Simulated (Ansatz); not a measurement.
Where the default PAW files enter, the runs use the earlier of Ansatz's two default sets.

Input:

```
HfO2
1.0
    3.55827     0.00000     0.00000
    0.00000     3.55827     0.00000
    1.77914    -1.77914     2.51608
Hf O
1 2
Direct
  0.00000   0.00000   0.00000
  0.25000   0.25000   0.50000
  0.75000   0.75000   0.50000
```

Space group of this cell: Fm-3m, fluorite. The cell is taken as given; by r2SCAN its mean pressure is 4.5 GPa.

These are r2SCAN (plane waves, PAW; Ansatz, a first-principles code) values and carry that method's errors.

The current runs along the normal of the first two printed vectors; no spin-orbit coupling. Scaled by the factor s: the length along the current (ions clamped). Meshes 12×12×12 and 8×8 across the current in all rows.

```json
[
 {"s": "0.97", "mean pressure (GPa)": "13.9", "band gap (eV)": "?"},
 {"s": "1.00", "mean pressure (GPa)": "4.5", "band gap (eV)": "4.34"},
 {"s": "1.03", "mean pressure (GPa)": "-3.6", "band gap (eV)": "4.07"}
]
```

**Question.** Take the slope of the band gap against ln s from the two given rows, extrapolate to s = 0.97, and say what the run there gives.

**Answer.** Slope = (4.07 − 4.34) / ln 1.03 = -9.13 eV. The line gives 4.34 + (-9.13) × ln 0.97 = 4.62 eV. The run gives 4.11 eV, 0.51 eV under the line, 183 % of the predicted step.
